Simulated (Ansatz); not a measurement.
Subject: the formation energy of the neutral V_O in MgO (rock salt, Fm-3m). Reaction: 32 MgO (rock salt) → cell A + 1/2 O2 (gas).

Cell A: a supercell of 64 sites of MgO (rock salt, Fm-3m) with one empty O site amid 6 Mg; spin state with PBE: run without spin, k-point mesh 3×3×3.
```
CELL_PARAMETERS angstrom
      8.50872     0.00000     0.00000
      0.00000     8.50872     0.00000
      0.00000     0.00000     8.50872
ATOMIC_POSITIONS crystal
  Mg 0.99997 0.00000 0.00000
  O  0.25000 0.00000 0.00000
  Mg 0.00007 0.25007 0.25007
  O  0.25000 0.24938 0.24938
  Mg 0.25000 0.00000 0.24960
  O  0.00004 0.00000 0.25004
  Mg 0.25000 0.24960 0.00000
  O  0.00004 0.25004 0.00000
  Mg 0.99960 0.00000 0.50000
  O  0.25000 0.00000 0.50000
  Mg 0.00007 0.25007 0.74993
  O  0.25000 0.24938 0.75062
  Mg 0.25000 0.00000 0.75040
  O  0.00004 0.00000 0.74996
  Mg 0.25000 0.24833 0.50000
  O  0.99938 0.24938 0.50000
  Mg 0.99960 0.50000 0.00000
  O  0.25000 0.50000 0.00000
  Mg 0.00007 0.74993 0.25007
  O  0.25000 0.75062 0.24938
  Mg 0.25000 0.50000 0.24833
  O  0.99938 0.50000 0.24938
  Mg 0.25000 0.75040 0.00000
  O  0.00004 0.74996 0.00000
  Mg 0.99833 0.50000 0.50000
  Mg 0.00007 0.74993 0.74993
  O  0.25000 0.75062 0.75062
  Mg 0.25000 0.50000 0.75167
  O  0.99938 0.50000 0.75062
  Mg 0.25000 0.75167 0.50000
  O  0.99938 0.75062 0.50000
  Mg 0.50003 0.00000 0.00000
  O  0.75000 0.00000 0.00000
  Mg 0.49993 0.25007 0.25007
  O  0.75000 0.25004 0.25004
  Mg 0.75000 0.00000 0.24997
  O  0.49996 0.00000 0.25004
  Mg 0.75000 0.24997 0.00000
  O  0.49996 0.25004 0.00000
  Mg 0.50040 0.00000 0.50000
  O  0.75000 0.00000 0.50000
  Mg 0.49993 0.25007 0.74993
  O  0.75000 0.25004 0.74996
  Mg 0.75000 0.00000 0.75003
  O  0.49996 0.00000 0.74996
  Mg 0.75000 0.24960 0.50000
  O  0.50062 0.24938 0.50000
  Mg 0.50040 0.50000 0.00000
  O  0.75000 0.50000 0.00000
  Mg 0.49993 0.74993 0.25007
  O  0.75000 0.74996 0.25004
  Mg 0.75000 0.50000 0.24960
  O  0.50062 0.50000 0.24938
  Mg 0.75000 0.75003 0.00000
  O  0.49996 0.74996 0.00000
  Mg 0.50167 0.50000 0.50000
  O  0.75000 0.50000 0.50000
  Mg 0.49993 0.74993 0.74993
  O  0.75000 0.74996 0.74996
  Mg 0.75000 0.50000 0.75040
  O  0.50062 0.50000 0.75062
  Mg 0.75000 0.75040 0.50000
  O  0.50062 0.75062 0.50000
```

Reference: MgO (rock salt, Fm-3m), 64 atoms in the cell, the relaxed perfect crystal repeated, atoms not moved again, k-point mesh 3×3×3 on the run's own vectors.

Reference: an isolated O2 molecule (triplet) in a box of 11 × 11 × 13 Å.

All numbers come from Ansatz (a first-principles code), plane waves with PAW, its PAW set soft_1, cutoff 420 eV. The structures are at rest with PBE, within the held lattices; other levels are single points on them. HSE06 runs on coarser k-point meshes, mended by the PBE difference between the two meshes. Neutral cells; Fermi-Dirac smearing of at most 0.05 eV in the solids, energies taken to zero width. The lattices are those relaxed with PBE, so at other levels the solids can be strained, which adds to the spread. Larger cells are relaxed from a start prepared with the learned potential CHGNet, on a coarser mesh till forces fall under 0.03 eV/Å, which some starts already meet. A dispersion term (D3(BJ), or D4 for r2SCAN) was computed beside these levels and is taken off wherever the name lacks it. Space groups of crystals are read within 0.01 Å. No zero-point or thermal terms. No structure search was made; lower ones may exist. No correction for cell size. Mesh and cell size may move defect energies by 0.1 eV or more. The value holds for the reservoirs listed; other chemical potentials shift it. Cell A has symmetry Pm-3m within 0.02 Å and got no random move, so less symmetric positions, which may lie lower, weren't tried.

Problem. Predict the value from PBE.

Solution. 6.59 eV, for 32 MgO (rock salt) → cell A + 1/2 O2 (gas).

Problem. How does the value move with the functional?

Solution. 
```json
[
 {"Functional": "HSE06", "value (eV)": "6.90", "less PBE": "0.31"}
]
```

The levels shown span 0.31 eV, from PBE (6.59) to HSE06 (6.90).
